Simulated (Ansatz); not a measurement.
Consider Si vacancy in 2H silicon carbide, charge state -4. These are PBE, PAW (plane waves to 420 eV; Ansatz, an electronic-structure program) values and carry that method's errors.

72-site cell at the relaxed PBE lattice, the Γ point alone, smearing 0.01 eV, spin-restricted, no finite-size correction. No zero-point or tunnelling terms. The host's phase is taken as given; its stability against other phases was not computed. The charge state is imposed; whether it is stable for some Fermi level was not computed. Forms of the defect that were not tried may lie lower. At one site or more, about 2.0 electron(s) of the cell lie at energies of the host's conduction band, so they may not be on the defect. On the k-point mesh the defect's levels are only partly filled at one site or more.

Barriers: single points on a 2×2×2 k-point mesh shifted by half a step along c at the bands' geometries (they differ from the bands' own by up to 0.27 eV, and are uncertain by about as much).

Relaxed starting cell (atoms counted from 1):

```
C36Si35
1.0
    9.27650     0.00000     0.00000
   -4.63825     8.03368     0.00000
    0.00000     0.00000    10.14789
Si C
35 36
Cartesian
  1.54139   0.89195   7.59124
 -0.00454   3.52188   2.51175
 -0.00917   3.57278   7.62129
 -1.59240   6.27220   2.51173
 -1.55044   6.24237   7.62129
  4.59178   0.91590   2.51172
  4.63832   0.89446   7.62132
  3.08731   3.52172   2.51172
  3.09197   3.57279   7.62134
  1.54143   6.24775   2.52709
  1.54142   6.24780   7.60909
  7.76762   0.91583   2.51176
  7.72098   0.89449   7.62130
  6.17972   3.56996   2.53071
  6.17967   3.56986   7.62700
  4.67518   6.27204   2.51169
  4.63331   6.24242   7.62125
 -0.01045   1.78794   0.03784
  0.03168   1.76363   5.07017
 -1.54236   4.46723   0.04480
 -1.54188   4.46763   5.05879
 -3.09686   7.13366   0.03772
 -3.09689   7.18237   5.07020
  3.09322   1.78789   0.03789
  3.05108   1.76363   5.07007
  1.54142   4.45660   0.00496
  1.54139   4.45579   5.05619
 -0.00981   7.14335   0.00491
 -0.01055   7.14377   5.05616
  6.17975   1.77507   0.04488
  6.17969   1.77436   5.05881
  4.62531   4.46729   0.04476
  4.62471   4.46760   5.05875
  3.09259   7.14336   0.00486
  3.09338   7.14378   5.05616
  1.54132   0.89193   4.70295
  1.54139   0.89190   9.49359
 -0.00083   3.56692   4.45125
 -0.00010   3.58865   9.51409
 -1.55146   6.25259   4.45129
 -1.53220   6.24221   9.51411
  4.62907   0.89015   4.45126
  4.64764   0.87871   9.51416
  3.08360   3.56691   4.45123
  3.08300   3.58866   9.51417
  1.54142   6.24780   4.44509
  1.54139   6.24776   9.52216
  7.73031   0.89014   4.45130
  7.71175   0.87869   9.51411
  6.17967   3.56985   4.45745
  6.17972   3.56985   9.55094
  4.63425   6.25256   4.45127
  4.61501   6.24227   9.51408
 -0.19747   1.89601   1.80583
 -0.03474   1.80198   7.01096
 -1.52624   4.47684   1.96051
 -1.55556   4.45970   6.98626
 -3.09689   6.91805   1.80584
 -3.09682   7.10567   7.01093
  3.28017   1.89583   1.80590
  3.11748   1.80196   7.01094
  1.54144   4.46322   1.91841
  1.54139   4.46600   6.97348
 -0.00402   7.14007   1.91836
 -0.00166   7.13871   6.97348
  6.17976   1.75637   1.96064
  6.17965   1.79015   6.98629
  4.60912   4.47669   1.96055
  4.63837   4.45971   6.98627
  3.08685   7.13999   1.91832
  3.08449   7.13874   6.97345
```
Cell charge -4.

End state 1 differs by these moves (Å; atoms that move under 0.08 Å are left out):

| atom | element | Δx | Δy | Δz |
|---|---|---|---|---|
| 2 | Si | -0.04 | 0.07 | 0.00 |
| 4 | Si | -1.50 | 2.61 | 0.00 |
| 6 | Si | 0.04 | -0.07 | 0.00 |
| 36 | C | 0.00 | 0.00 | -0.25 |
| 40 | C | 0.00 | 0.00 | 0.25 |
| 54 | C | 0.22 | -0.10 | 0.15 |
| 56 | C | -0.02 | -0.24 | -0.15 |
| 58 | C | -0.19 | 0.33 | 0.00 |
| 60 | C | -0.19 | -0.11 | 0.11 |
| 64 | C | 0.19 | 0.11 | -0.11 |

Task: What forward and backward barriers to end state 1 does PBE, PAW give?

Result: forward 2.91 eV, backward 2.91 eV; at the saddle point atom 4 has neighbours C at 1.77, C at 2.13, C at 2.20, C at 2.28 Å. The check of the saddle point's order was inconclusive.
